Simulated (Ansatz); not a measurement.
Hypothetical anti-perovskite Mg3SiO: pressure series

Start from Mg$_{3}$SiO in the anti-perovskite structure (space group Pm-3m, No. 221; a = 4.222 Å; a hypothetical phase, not in the database extracts checked).

Cell and atoms are relaxed at each pressure.

All numbers come from PBE (Ansatz, a program for electronic structure, PAW, spin-orbit coupling left out).

Notes on the quantities. enthalpy: H = E + PV relative to the base's energy.

| change | enthalpy | lattice parameter a |
|---|---|---|
| base | – | 4.222 Å |
| pressure −2 GPa | -0.19 eV/atom | 4.259 Å |
| pressure −1 GPa | -0.09 eV/atom | 4.240 Å |
| pressure 0.3 GPa | +0.03 eV/atom | 4.217 Å |
| pressure 0.7 GPa | +0.07 eV/atom | 4.210 Å |
| pressure 1.5 GPa | +0.14 eV/atom | 4.197 Å |
| pressure 3 GPa | +0.28 eV/atom | 4.174 Å |
| pressure 5 GPa | +0.46 eV/atom | 4.145 Å |
| pressure 7.5 GPa | +0.68 eV/atom | 4.112 Å |
| pressure 10 GPa | +0.89 eV/atom | 4.082 Å |

Load acts through the strain it causes; cell and atoms are relaxed under it. Whether these cells are dynamically stable was not tested. No other phases were tried under pressure. All final runs are without spin polarisation.
